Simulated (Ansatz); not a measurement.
The parent structure is TaN in the rock salt structure (space group Fm-3m, No. 225; relaxed with 0.1 eV smearing).

```
CELL_PARAMETERS angstrom
      0.00000     2.18747     2.18747
      2.18747     0.00000     2.18747
      2.18747     2.18747     0.00000
ATOMIC_POSITIONS crystal
  N  0.00000 0.00000 0.00000
  Ta 0.50000 0.50000 0.50000
```

Cartesian axes are those of the cell as printed.

Computed with Ansatz (a program for electronic structure), PBEsol, PAW, cutoff 420 eV, without spin-orbit coupling, earlier PAW set.

Before the change:

- Pressure: 0.0 GPa
- Shortest interatomic distance: 2.187 Å
- Band gap: zero

One thing is altered: the cell is stretched by 1.92 % along z with no lateral relaxation; the atoms relax in the strained cell.

Task: Estimate the effect on the energy relative to the base, pressure, shortest interatomic distance and band gap.

Result: The energy goes up by 8.8 meV/atom; the pressure (mean of the normal stresses, compression positive) goes from zero to -6.2 GPa; the shortest interatomic distance stays 2.187 Å; the band gap is still zero.

Stability against distortions was not tested. All final runs are without spin polarisation. This is not the structure that TaN has at room temperature and ambient pressure.
